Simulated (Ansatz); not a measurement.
NbP (model structure, started from the CsCl type, Pm-3m, No. 221, 2 atoms in the cell), treated with LDA (Ansatz, a quantum-chemistry and plane-wave program, plane waves, PAW).

Run with plane-wave cutoff 520 eV, 18×18×18 k mesh, Fermi–Dirac smearing 0.05 eV, no spin polarisation, scalar-relativistic PAW data made under PBE.

Cell (relaxed at this level):

Space group Pm-3m (No. 221); a = b = c = 3.063 Å, α = β = γ = 90.00°

```tsv
atom	site	symmetry	x	y	z
Nb	1a	m-3m	0.0000	0.0000	0.0000
P	1b	m-3m	0.5000	0.5000	0.5000
```

Problem. What does this level give for the bulk modulus B0?

Solution. 
- bulk modulus B0: 217 GPa

Note: the run has no spin polarisation, so it can have missed a magnetic state; the bulk modulus is −V dP/dV from two relaxed cells at ±2 % in volume; the relaxation could raise the start's symmetry but not lower it, so the cell can be a saddle point.

Computed values are for the static lattice.

Computing time: around 40 core-seconds (rough).

A model structure was made by putting elements into a prototype or built by hand; it is no filed structure, need not be a known phase, and can be a saddle point held by its symmetry.
